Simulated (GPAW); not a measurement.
Band structure of SnTe (F-43m, 2 atoms in the cell).

```
CELL_PARAMETERS angstrom
      0.00000     3.61115     3.61115
      3.61115     0.00000     3.61115
      3.61115     3.61115     0.00000
ATOMIC_POSITIONS crystal
  Sn 0.00000 0.00000 0.00000
  Te 0.75000 0.75000 0.75000
```

Level of theory: PBEsol, GPAW PAW datasets PBEsol (made by gpaw-setup) (plane waves; GPAW).

Settings: mode = pw; ecut = 550 eV; xc = PBEsol; kpts = 7 7 7; mesh shift (steps) = 0 0 0; occupations.name = fermi-dirac; occupations.width = 0.1 eV; nbands = -10; symmetry.symmorphic = false; symmetry.tolerance = 0.0005; maxiter = 100; bandpath_npoints = 40.

The starting cell comes from a database of computed structures (which also holds hypothetical and non-ambient phases and stackings), without a prior relaxation at this level. Spin-orbit coupling is off. The run gives no clean gap (levels at the Fermi energy touch, overlap or are partly filled at this smearing), which alone does not show that the compound is a metal.

Levels in eV from the Fermi level, bands 7 to 14:
```
point      7      8      9     10    11    12    13    14
-----  -----  -----  -----  -----  ----  ----  ----  ----
Γ      -5.23  -1.96  -1.96  -1.96  0.96  0.96  0.96  3.96
X      -7.39  -3.16  -3.16  -0.72  0.04  3.84  3.84  5.31
W      -7.37  -3.42  -3.33   0.00  1.28  2.17  3.06  5.21
K      -7.34  -3.55  -2.97  -0.54  1.09  3.01  3.13  4.67
L      -7.03  -2.50  -2.50  -2.09  1.76  1.76  3.34  5.53
U      -7.34  -3.55  -2.97  -0.54  1.09  3.01  3.13  4.67
```

No band crosses the Fermi level by more than 0.03 eV along this path.
